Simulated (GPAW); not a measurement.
# Equation of state of rock-salt MgO (space group 225): energy against volume (GPAW, LDA)

```
CELL_PARAMETERS angstrom
      0.00000     2.02313     2.02313
      2.02313     0.00000     2.02313
      2.02313     2.02313     0.00000
ATOMIC_POSITIONS crystal
  Mg 0.00000 0.00000 0.00000
  O  0.50000 0.50000 0.50000
```

Method of the run: LDA (Perdew-Wang 92), GPAW PAW datasets LDA (gpaw-data 1.0.1) (plane waves; GPAW). Settings: mode = pw; ecut = 1040 eV; xc = LDA; kpts = 14 14 14; mesh shift (steps) = 0 0 0; occupations.name = fermi-dirac; occupations.width = 0.01 eV; nbands = -4; convergence.density = 1e-05 e/electron; convergence.energy = 1e-05 eV/electron; convergence.bands = -2; symmetry.symmorphic = false; symmetry.tolerance = 0.0005; maxiter = 120. The cell above is the first row's. The rows scale it uniformly. In all rows fractional positions and the k mesh are held. E is the free energy at the stated smearing, counted from the lowest row.

| V (Å^3/atom) | E (meV/atom) |
|---|---|
| 8.2808 | 38.28 |
| 8.4608 | 21.21 |
| 8.6408 | 9.48 |
| 8.8208 | 2.57 |
| 9.0008 | 0.00 |
| 9.1809 | 1.36 |
| 9.3609 | 6.26 |
| 9.5409 | 14.35 |
| 9.7209 | ? |

Using the third-order Birch-Murnaghan form, a cubic in V^(-2/3), estimate the missing E at V = 9.7209 from the other rows, showing the fit.

With u = V^(-2/3) - 0.233, the rows have u = 0.011316, 0.007838, 0.004482, 0.001240, -0.001893, -0.004926, -0.007859, -0.010700. Least squares gives E = 1.071 + 953.29·u + 205701·u² + 56834·u³. Residuals (row less fit): -0.001, 0.003, -0.001, 0.001, -0.003, 0.000, 0.004, -0.002; standard error 0.003 (degrees of freedom: 4). Its minimum lies at u = -0.002319, so V0 = (0.230681)^(-3/2) = 9.026. There d²E/du² = 410600 and d³E/du³ = 341000, so B0 = (4/9) × 9.026^(-7/3) × 410600 × 0.160218 = 172 GPa (the last factor turns the table's units into GPa), and B0' = 4 + (2/3) × 0.230681 × (341000)/410600 = 4.1. The program's pressures in the fitted runs (not shown) pass through zero at V = 9.02, 0.02 % from this V0. At the withheld row, u = -0.013452, so E = 1.071 + 953.29 × (-0.013452) + 205701 × (-0.013452)² + 56834 × (-0.013452)³ = 25.332 meV/atom. The calculation gives 25.34 meV/atom, 0.008 meV/atom above the prediction (under 0.05 % of the range of E in the table). The row lies outside the fitted rows, so this is an extrapolation. From the scatter of the fitted rows alone, a prediction at this place has a standard error of 0.007 meV/atom, so the miss is 1.1 times that.

Carrying the step between the two nearest rows on in a straight line would have given 22.44, off by 2.90; series whose last step already gives the withheld value aren't shown. The scan was laid around a cell of about the measured size, scaled by a guess for this functional. The runs keep the symmetry of the cell, so they don't test it for distortions. Cutoffs and mesh are single choices, not tested for convergence of this quantity. Series with a scatter that would blur these digits, or in which a gap closes, are not shown. Nor are scans whose minimum lies at an end fitted in this form.
